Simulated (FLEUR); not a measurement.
A self-consistent single point of YCu2Ge2 (I4/mmm, 5 atoms in the cell) with FLEUR.

Method of the run: LDA (Perdew-Zunger), all-electron FLAPW (FLEUR), scalar-relativistic valence in FLEUR.

```xyz
5
Lattice="-1.9994 1.9994 5.0966 1.9994 -1.9994 5.0966 1.9994 1.9994 -5.0966" Properties=species:S:1:pos:R:3 pbc="T T T"
Y      0.0000     0.0000     0.0000
Cu     0.0000     1.9994     2.5483
Cu     1.9994     0.0000     2.5483
Ge     0.0000     0.0000     6.3131
Ge     0.0000     0.0000     3.8802
```

Reference input (self-consistent single point, DFT, PBEsol, all-electron FLAPW (FLEUR), scalar-relativistic valence): Kmax = 3.8 1/bohr; GmaxXC = 11.4 1/bohr; xcFunctional = PBEs; jspins = 1; l_soc = F; mode = hist; fermiSmearingEnergy = 0.00367493 Htr; mesh (inpgen div1-3) = 7 7 7; inpgen gamma flag = false; Gmax = 11.4 1/bohr; numbands = 0; maxIterBroyd = 15. This run's input differs from it in these lines:

```diff
@@ -17,3 +17,3 @@
 &comp jspins=1 /
-&exco xctyp='PBEs' /
+&exco xctyp='pz' /
 &kpt div1=7 div2=7 div3=7 /
@@ -30,3 +30,3 @@
       <coreElectrons ctail="T" frcor="F" kcrel="0" coretail_lmax="0"/>
-      <xcFunctional name="PBEs" relativisticCorrections="F"/>
+      <xcFunctional name="pz" relativisticCorrections="F"/>
       <magnetism jspins="1"/>
```

Output, abridged:

```
 Iteration:     1   Distance:      32.77402143 me/bohr^3
 Iteration:     2   Distance:      17.76802487 me/bohr^3
 Iteration:     3   Distance:       6.81890686 me/bohr^3
 Iteration:     4   Distance:       7.54647079 me/bohr^3
 Iteration:     5   Distance:       2.39887353 me/bohr^3
   [... 13 lines left out ...]
 Iteration:    19   Distance:       0.00005024 me/bohr^3
 Iteration:    20   Distance:       0.00002196 me/bohr^3
 Iteration:    21   Distance:       0.00001906 me/bohr^3
 Iteration:    22   Distance:       0.00000307 me/bohr^3
 Reset of history
 Run finished successfully
 Stop message:
   Structural relaxation: new displacements generated

[file out, last iteration]
             iter=     23
[...]
          total density-effective poten   -1.7414929599E+04
          total charge density-energy d   -3.8972963922E+02
 Updated energy parameters for spin:           1
[...]
 fermi energy and band-weighting factors:

[...]
FERMIE:
          first approx. to ef    (T=0)  :   0.346062 htr   (energy of the highest occ. eigenvalue)
          number of occ. states  (T=0)  :       1217
          first approx. to seigv (T=0)  : -10.042741 htr
          sum of weights of occ. states :  30.501458
          sum of semicore charge        :   0.000000 e
FERHIS:  Fermi-Energy by histogram:
          bandgap                     :   0.000190 htr
   [... lines left out ...]
          charge neutrality (T=0)     :   0.002915    (zero if the highest occ. eigenvalue is "entirely" occupied)
     EF_NEWTON:  Adjust Fermi-Energy by Newton-Method.
 Direct bandgap for spin            1 :    1.7962781952924889E-002  Htr
 ---->    free energy=                    -10879.3475397728 htr
   [... lines left out ...]
 TOTAL FORCE FOR ATOM TYPE=  1  X=  0.000   Y=  0.000   Z=  0.000
                       FX_TOT= 0.000000 FY_TOT= 0.000000 FZ_TOT= 0.000000
 TOTAL FORCE FOR ATOM TYPE=  2  X=  3.778   Y=  0.000   Z= -4.816
                       FX_TOT= 0.000000 FY_TOT= 0.000000 FZ_TOT= 0.000000
 TOTAL FORCE FOR ATOM TYPE=  3  X=  0.000   Y=  0.000   Z= -7.332
                       FX_TOT= 0.000000 FY_TOT= 0.000000 FZ_TOT= 0.004613
```

The run converged in 22 iterations. FLEUR gives forces in its relaxation mode, with a further iteration, so its stop message speaks of a relaxation. 

The starting cell comes from a database of computed structures (which also holds hypothetical and non-ambient phases and stackings), without a prior relaxation at this level. Its lattice was rescaled by a random factor within 2.5 % of one. Spin polarisation is off. Values depend on the basis (sphere radii, cutoffs, local orbitals), which need not be converged. The log's line on a gap gives a spacing of levels on this mesh, which the program prints for metals too.

Cost on one core of a shared machine: roughly 5 min.
